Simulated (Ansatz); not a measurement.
ZnS is taken in the cubic space group F-43m (No. 216), the zinc blende structure, Pearson symbol cF8. Lattice parameters: a = b = c = 5.297 Å, α = β = γ = 90.00°. S on 4d sees 4 Zn at 2.294 Å (tetrahedral). Zn on 4a is surrounded by 4 S at 2.294 Å (tetrahedral). (Neighbours: up to the widest gap in distance over summed covalent radii, below 1.35, at either atom; cation-cation and far metal-metal contacts left out.)
(The calculation used a cell of 2 atoms; values per cell refer to that cell.)

Another polymorph of this substance is known too; which is more stable was not tested here. Dynamical quadrupoles are not included in the interpolation of the phonons between the solved wave vectors.

Question: By how much do the lattice constants and the volume change from 300 K to 650 K (quasi-harmonic lattice dynamics, Ansatz, an electronic-structure program, LDA functional, plane-wave PAW), and how far does the bulk modulus soften?

Answer: a by 0.26 %, the volume by 0.79 %; B_T goes from 82.3 to 77.7 GPa. No phase change or melting is allowed for: the numbers belong to this structure as given.

The PAW data sets were generated under PBE and serve the other functionals too.
